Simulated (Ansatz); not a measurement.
# Sn: energy against strain

Sn (diamond, Fd-3m, 35.392 Å³/atom at rest) under an equal strain ε in the (111) plane with the normal axis free, as in a coherent film. r2SCAN in Ansatz, a plane-wave DFT program (PAW, default set), 500 eV, 12×12×12 Γ-centred mesh, Fermi-Dirac smearing 0.05 eV; ions are relaxed within the symmetry of each cell.

Here s stands for strain and y for E less E0.

```
strain (%)  E less E0 (meV/atom)
----------  --------------------
-2.50                          ?
-1.25                       3.41
-0.83                       1.48
-0.42                       0.37
0.00                        0.00
0.42                        0.37
0.83                        1.41
1.25                        3.12
```

Q: Using a parabola, estimate the missing y at s = -2.50 from the other rows, showing the fit.

A: Least squares gives y = 0.002 - 0.0866·s + 2.0890·s². Residuals (row less fit): 0.036, -0.033, -0.037, -0.002, 0.036, 0.041, -0.038; standard error 0.045 (degrees of freedom: 4). Twice the quadratic coefficient over the volume, 2 × 2.0890 meV × 10⁴ × 0.1602 / 35.392 Å³, is twice the biaxial elastic modulus of this plane = 189 ± 3 GPa. At the withheld row, y = 0.002 - 0.0866 × (-2.50) + 2.0890 × (-2.50)² = 13.275 meV/atom. The calculation gives 14.07 meV/atom, 0.795 meV/atom above the prediction (5.7 % of the range of y in the table). The row lies outside the fitted rows, so this is an extrapolation. From the scatter of the fitted rows alone, a prediction at this place has a standard error of 0.172 meV/atom, so the miss is 4.6 times that.

One order more, fitted to all 13 runs of the series, follows each within 0.02, so the miss is the next term of a smooth law. This level leaves no gap over 0.05 eV at strain -2.50, -1.25, -0.83, -0.42, 0.00, 0.42, 0.83, 1.25, where the mesh may be coarse. Sn is here grey tin, stable below 13 °C. Rows are the converged runs of the series near zero and its far end; series whose fitted rows scatter by over a few per cent of the range, as at a crossing or softening among them, aren't shown in this form. Most that stay on the fit to the last digits aren't either.
